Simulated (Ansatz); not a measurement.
## A computed series for NiO: response to strain

The parent structure is NiO in the rock salt structure (space group Fm-3m, No. 225; ferromagnetic).

```yaml
crystal:
  lattice:
    - [0.00000, 2.09432, 2.09432]
    - [2.09432, 0.00000, 2.09432]
    - [2.09432, 2.09432, 0.00000]
  atoms:
    - { symbol: O, position: [0.00000, 0.00000, 0.00000] }
    - { symbol: Ni, position: [0.50000, 0.50000, 0.50000] }
```

Cartesian axes are those of the cell as printed.

Strains are applied to the cell and any free atomic positions relax; under biaxial strain the out-of-plane vector relaxes too; under stress the whole cell relaxes.

Level of theory: r2SCAN (Ansatz, an electronic-structure program, PAW, spin-orbit coupling left out).

Candidates:
(a) biaxial strain −0.37 %, plane normal [110], relaxed out of plane
(b) uniaxial stress, 3 GPa compression along x
(c) uniaxial stress, 5 GPa tension along z
(d) biaxial strain −3.58 %, plane normal [110], relaxed out of plane

Base values:

- Smallest direct gap: 1.71 eV

### Question
Order them by smallest direct gap, lowest first.

### Answer
(d) biaxial strain −3.58 %, plane normal [110], relaxed out of plane (1.49 eV), (c) uniaxial stress, 5 GPa tension along z (1.54 eV), (b) uniaxial stress, 3 GPa compression along x (1.68 eV), (a) biaxial strain −0.37 %, plane normal [110], relaxed out of plane (1.72 eV)

Beyond what the load breaks, stability against distortions was not tested. No Hubbard U is applied and the magnetic state is the run's own (NiO ferromagnetic); other magnetic orders, which need larger cells, were not tried and can change the gap. Where the two band edges lie in opposite spin channels, the gap is a spin-flip gap. In its common phase, real NiO is an antiferromagnetic insulator at low temperature.
